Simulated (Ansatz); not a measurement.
# A constructed model of the (000-1) surface of wurtzite GaN, N-terminated, 2x2 Al adatom at H3 (bottom of the slab: 3 H on 4 bottom sites)

Computed with r2SCAN, at the PBE geometry (plane waves to 500 eV, PAW; Ansatz, a program for electronic structure).

Model: 44-atom slab, 13.6 Å thick at the start with caps and adatoms (thin: gaps and levels are the slab's own), 4x4x1 mesh, Fermi-Dirac 0.025 eV, dipole correction, single point; on the structure that PBE left under its start's symmetry; no spin, no spin-orbit, no U. In PBE it is, or lies within 0.01 eV a 1x1 cell of, the lowest of the 2 structures of its composition computed so far; subsurface sites and larger cells were not tried.

```json
{
 "gap_of_the_slab_on_its_k_mesh": "1.45 eV",
 "highest_filled_level_below_the_top_vacuum_level": "4.64 eV",
 "cost": "about 8 core-minutes (a rough figure)"
}
```
